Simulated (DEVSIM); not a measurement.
Structure: Si p-i-n diode, at 300 K.

| layer (left to right) | material | thickness (μm) | Nd (cm⁻³) | Na (cm⁻³) | τn (s) | τp (s) |
|---|---|---|---|---|---|---|
| 1 | Si | 0.490 | - | 2.6e17 | 0.00024 | 0.00024 |
| 2 | Si | 0.520 | 1.1e13 | - | 0.00024 | 0.00024 |
| 3 | Si | 3.00 | 6e18 | - | 0.00024 | 0.00024 |

Left contact: ohmic. Right contact: ohmic. Voltage is applied to the left contact. Recombination: SRH at mid-gap, radiative, Auger. Mobility is μmin + (μ − μmin)/(1 + (N/Nref)^α).

Constants are typed, rounded textbook-type inputs, not results; the design itself was drawn at random and stands for no fabricated device. Values at 300 K.

| parameter | Si |
|---|---|
| gap (eV) | 1.124 |
| affinity (eV) | 4.05 |
| permittivity | 11.7 |
| Nc (cm⁻³) | 2.86e19 |
| Nv (cm⁻³) | 3.1e19 |
| μn (cm²/Vs) | 1417 |
| μp (cm²/Vs) | 470 |
| μn,min | 52 |
| μp,min | 45 |
| Nref,n | 9.7e16 |
| Nref,p | 2.2e17 |
| αn | 0.68 |
| αp | 0.72 |
| B (cm³/s) | 4.7e-15 |
| Cn (cm⁶/s) | 2.8e-31 |
| Cp (cm⁶/s) | 9.9e-32 |

Model (solved in DEVSIM): 1D drift-diffusion, Boltzmann statistics, complete ionisation; no tunnelling, impact ionisation, image-force lowering or self-heating.

### Question
Give the dark forward current.

### Answer

(V (V), J (A/cm²)): (0.05, 1.5e-10); (0.10, 1.1e-9); (0.15, 6.9e-9); (0.25, 3.2e-7); (0.30, 2.2e-6); (0.35, 1.5e-5); (0.40, 0.00010); (0.50, 0.0049); (0.55, 0.034); (0.60, 0.24); (0.65, 1.6); (0.75, 75); (0.80, 470); (0.85, 2300)
